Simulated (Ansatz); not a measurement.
Rh in the fcc (Cu type) structure; conventional cell a = 3.723 Å, b = 3.723 Å, c = 3.723 Å, α = 90.00°, β = 90.00°, γ = 90.00°.

The pressure is 15 GPa. The structure is held there; whether it is the stable one at that pressure was not tested.

**Question.** What linear thermal expansion coefficient does the quasi-harmonic free energy on Ansatz (a program for electronic structure), PBEsol functional, plane-wave PAW give at 1000 K, and what isobaric heat capacity per mole of formula units and Grüneisen parameter?

**Answer.** α = 7.8 × 10⁻⁶ K⁻¹; C_P = 29.3 J/(mol K); γ = 2.19. The crystal is held in this phase throughout; melting and phase transitions are not modelled.

The PAW data sets were generated under PBE and serve the other functionals too.
